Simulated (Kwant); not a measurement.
System: quantum point contact (saddle potential) in a GaAs two-dimensional gas. Effective mass 0.067 mₑ, grid spacing 4.2 nm, hard walls, nominal width 100 nm (23 grid rows, so walls 100.8 nm apart), one parabolic valley, scattering region 300 nm long along x; energies count from the band bottom; Fermi energy 0.022 eV. Potential (V0 + ½k y²) cos²(πx/L) for |x| < L/2, with V0 swept from 0.032655 to 0 eV, k = 5.8e-05 eV/nm², L = 130 nm.

Constants are typed, rounded textbook-type inputs, not results; the design itself was drawn at random and stands for no fabricated device.

Model: effective-mass tight-binding model on a square grid, one spin, coherent transport at 0 K (Kwant). Conductance is in e²/h.

Density of the scattering states that come in from the left lead, at gate = 0.016091 eV, in bins, relative to the largest site value (x marks bins outside the device):

```
|55226754335666410000000000000000000000000000|
|48339776566778851000000000000000000000000000|
|16226344344434862000000000000000000000000000|
|64246684345874674200000000000000000000000000|
|64545774455677557420000000000000000000000000|
|34633543434326547631100000000000000000000000|
|35623754316537537642211100000000000000000000|
|55635984326867546533332211110000000000000000|
|34632561353444454224554322111110000000000000|
|44633672354655454234543221111100000000000000|
|45634874326747536543322111000000000000000000|
|34633543434326547631100000000000000000000000|
|64545774455677557420000000000000000000000000|
|84357894355996575210000000000000000000000000|
|44236464244653674100000000000000000000000000|
|16226344344434862000000000000000000000000000|
|48339776566778851000000000000000000000000000|
|67339986457898630000000000000000000000000000|
|32114432122343200000000000000000000000000000|
```
Scale: ten equal steps from 0.000 (start of '0') to 0.928 (end of '9'), in the order '0123456789'; x runs from -144 to 144, y from -44.1 (bottom) to 44.1 (top).

The conductance there is 0.92 e²/h with 6 open channel(s) in the leads.
